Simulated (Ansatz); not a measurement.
Where the default PAW files enter, the runs use the earlier of Ansatz's two default sets.

Crystal: SiC (P6_3mc, 8 atoms a cell, 10.3 Å³ an atom); both levels run on this one cell.

Complex bands along the normal of (001) by Ansatz (plane waves, PAW, no spin-orbit coupling). r2SCAN gives a gap of 2.60 eV and a slowest mid-gap decay of 0.238 1/Å.

What does PBE give on the same cell, and what does that do to the current through 2 nm?

Gap 2.23 eV, κ = 0.228 1/Å. The mid-gap transmission through 2 nm changes by exp(2 × 20 × (0.238 − 0.228)) = a factor of 1.5 against r2SCAN.

Ansatz is a program for electronic structure.
